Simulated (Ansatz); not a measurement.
## SnSe (model structure, started from the zincblende type, F-43m, No. 216, 2 atoms in the cell)

All values below come from r²SCAN (Ansatz, a quantum-chemistry and plane-wave program, plane waves, PAW).

Numerical settings: plane-wave cutoff 560 eV, 16×16×16 k mesh, Fermi–Dirac smearing 0.05 eV, scalar-relativistic PAW data made under PBE.

Cell (relaxed at this level):

```yaml
crystal:
  lattice:
    - [0.00000, 3.36268, 3.36268]
    - [3.36268, 0.00000, 3.36268]
    - [3.36268, 3.36268, 0.00000]
  atoms:
    - { symbol: Se, position: [0.75000, 0.75000, 0.75000] }
    - { symbol: Sn, position: [0.00000, 0.00000, 0.00000] }
```

| Property | Value |
|---|---|
| band gap | 0.04 eV (under three smearing widths, so not firm) |
| direct gap at Γ | 4.10 eV |
| bulk modulus B0 | 33.1 GPa |

Note: the bulk modulus is −V dP/dV from two relaxed cells at ±2 % in volume; the relaxation could raise the start's symmetry but not lower it, so the cell can be a saddle point.

Spin–orbit coupling is not included; it can close the smallest gap of 0.04 eV.

The computed numbers hold no vibrational or temperature effects.

A model structure was made by putting elements into a prototype or built by hand; it is no filed structure, need not be a known phase, and can be a saddle point held by its symmetry.
